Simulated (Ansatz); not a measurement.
## Response to strain in CdTe

Take CdTe in the zinc blende structure (space group F-43m, No. 216; a = 6.409 Å) as the base. Axes: x, y, z lie along the cube axes.

Strains are applied to the cell and any free atomic positions relax; under biaxial strain the out-of-plane vector relaxes too.

Computed with Kohn–Sham DFT with the LDA functional, run in Ansatz (a quantum-chemistry and plane-wave program) with PAW and 420 eV plane waves, no spin-orbit coupling.

Notes on the quantities. pressure: mean of the normal stresses, compression positive; energy relative to the base: free energy F.

| case | pressure | energy relative to the base |
|---|---|---|
| base | 0.00 GPa | 0 meV/atom |
| biaxial strain −2.50 %, plane normal [111], relaxed out of plane | 1.38 GPa | +10 meV/atom |
| biaxial strain −2.08 %, plane normal [111], relaxed out of plane | 1.14 GPa | +7.2 meV/atom |
| biaxial strain −1.67 %, plane normal [111], relaxed out of plane | 0.91 GPa | +4.6 meV/atom |
| biaxial strain −1.25 %, plane normal [111], relaxed out of plane | 0.68 GPa | +2.6 meV/atom |
| biaxial strain −0.83 %, plane normal [111], relaxed out of plane | 0.45 GPa | +1.1 meV/atom |
| biaxial strain −0.42 %, plane normal [111], relaxed out of plane | 0.22 GPa | +0.3 meV/atom |
| biaxial strain +0.42 %, plane normal [111], relaxed out of plane | -0.22 GPa | +0.3 meV/atom |
| biaxial strain +0.83 %, plane normal [111], relaxed out of plane | -0.43 GPa | +1.1 meV/atom |

Whether these cells are dynamically stable was not tested.
